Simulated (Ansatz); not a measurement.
# Phonon-limited transport in NiSi₂ (Fm-3m)

```yaml
crystal:
  lattice:
    - [0.00000, 2.69483, 2.69483]
    - [2.69483, 0.00000, 2.69483]
    - [2.69483, 2.69483, 0.00000]
  atoms:
    - { symbol: Si, position: [0.25000, 0.25000, 0.25000] }
    - { symbol: Si, position: [0.75000, 0.75000, 0.75000] }
    - { symbol: Ni, position: [0.00000, 0.00000, 0.00000] }
```

Computed with PBEsol, DFPT electron-phonon coupling, linearised Boltzmann equation (plane waves, PAW, scalar-relativistic; Ansatz, a program for electronic structure). How the cell was made: relaxed with this functional, without spin-orbit coupling.

| Quantity | Value |
|---|---|
| resistivity at 300 K | 11.2 μΩ·cm |
| resistivity at 77 K | 1.25 μΩ·cm |
| electron mean free path at 300 K (weighted by the current that each state carries) | 13.5 nm |
| electron-phonon coupling λ | 0.27 |
| transport coupling λ_tr | 0.32 |
| logarithmic mean phonon energy | 19.2 meV |
| density of states at the Fermi level | 0.44 states/(eV·spin·cell) |
| Drude plasma energy | 5.5 eV |
| Hall coefficient at 300 K | 26 ×10⁻¹¹ m³/C |
| Tc for μ* = 0.10 (anisotropic Eliashberg) | below 1 K |
| Tc for μ* = 0.13 (anisotropic Eliashberg) | below 1 K |

A metal at this level (no band gap). Only scattering by harmonic phonons is included (no impurities, grain boundaries, electron-electron scattering or thermal expansion). Spin-orbit coupling is left out. The self-energy correction of the phonons between q points moved λ by 3 %. The run warned that the eigensolver left some states short of its tolerance. Halving the electron mesh (28x28x28) moves the resistivity by up to 4 % at 300 K, the mean free path by up to 3 %, the coupling by up to 3 %. Smearing 0.20 eV; phonons on a 5x5x5 q mesh, which this run doesn't test and which matters most at low temperature. Tc comes from the anisotropic Migdal-Eliashberg equations with μ*, a chosen number, referred to 27 meV.

Treated as nonmagnetic (a ferromagnetic start lost its moment, other orders weren't tried): NiSi2 (Fm-3m).
